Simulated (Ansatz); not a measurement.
Cubic perovskite KMgF3, treated with PBEsol-D3(BJ) in Ansatz (PAW).

Settings: plane-wave cutoff 520 eV, 8×8×8 k mesh, Fermi–Dirac smearing 0.01 eV, scalar-relativistic PAW data made under PBE.

Computed at the level's own relaxed cell.

```xyz
5
Lattice="3.9555 0.0000 0.0000 0.0000 3.9555 0.0000 0.0000 0.0000 3.9555" Properties=species:S:1:pos:R:3 pbc="T T T"
K      0.0000     0.0000     0.0000
Mg     1.9777     1.9777     1.9777
F      1.9777     0.0000     1.9777
F      0.0000     1.9777     1.9777
F      1.9777     1.9777     0.0000
```

Task: List the 18 lowest band energies at Γ above −25 eV (eV, relative to the valence band maximum), grouping those that round alike.

Result: At Γ: -20.07, -19.37 (×2), -8.99 (×3), -2.48 (×3), -0.66 (×3), -0.32 (×3), 7.32, 9.98 (×2).

Ansatz is a quantum-chemistry and plane-wave program.
